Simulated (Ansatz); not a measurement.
An Ansatz (a first-principles code) input (plane-wave PAW DFT at the PBEsol-D3(BJ) level (Ansatz, 420 eV), no spin-orbit coupling):

Ansatz 0.2 input:
```yaml
crystal:
  lattice:
    - [3.953371879, 0, 0]
    - [0, 4.1120597524, 0]
    - [0, 0, 34.2650076973]
  atoms:
    - { symbol: Sn, position: [0.75, 0.5928243502, 0.2188821922] }
    - { symbol: S, position: [0.25, 0.0238217071, 0.2276855055] }
    - { symbol: S, position: [0.75, 0.5238217071, 0.2946429458] }
    - { symbol: Sn, position: [0.25, 0.0928243502, 0.3034462592] }
    - { symbol: Sn, position: [0.75, 0.9071756498, 0.3781060417] }
    - { symbol: S, position: [0.25, 0.4761782929, 0.3869093551] }
    - { symbol: S, position: [0.75, 0.9761782929, 0.4538667954] }
    - { symbol: Sn, position: [0.25, 0.4071756498, 0.4626701087] }
    - { symbol: Sn, position: [0.75, 0.5928243502, 0.5373298913] }
    - { symbol: S, position: [0.25, 0.0238217071, 0.5461332046] }
    - { symbol: S, position: [0.75, 0.5238217071, 0.6130906449] }
    - { symbol: Sn, position: [0.25, 0.0928243502, 0.6218939583] }
    - { symbol: Sn, position: [0.75, 0.9071756498, 0.6965537408] }
    - { symbol: S, position: [0.25, 0.4761782929, 0.7053570542] }
    - { symbol: S, position: [0.75, 0.9761782929, 0.7723144945] }
    - { symbol: Sn, position: [0.25, 0.4071756498, 0.7811178078] }
basis: { ecutwfc: 420, ecutrho_ratio: 4, xc_grid: 2, fft_grid_basis: typed }
kpoints: { mp_grid: { grid: [8, 8, 1] } }
hamiltonian:
  xc: pbesol
  dispersion: d3bj
  pseudopotentials: { kind: paw }
scf: { occupations: { method: fermi_dirac, width: 0.05 } }
relax: { f_tol: 0.01, max_steps: 60, cell: { stress_tol: 0.02, fix: [c, alpha, beta] } }
output: { forces: true, stress: true }
checkpoint: { write: state.ck, write_every: 1000 }
```

**Question.** Which symmetry and how many k-points will the program report, and about how many plane waves at Γ?

**Answer.** Space group P21/m (ITA 11) with 4 operations, k-points 25 of 64, and 10915 plane waves at Γ.

No phonon test of stability was made. The cell was made from SnS in the GeS type structure (space group Pnma, No. 62) by this change: a free-standing slab of 4 layers (16 atoms, 4 a layer) is cut normal to the stacking axis, with 15 Å of vacuum and the in-plane cell relaxed.
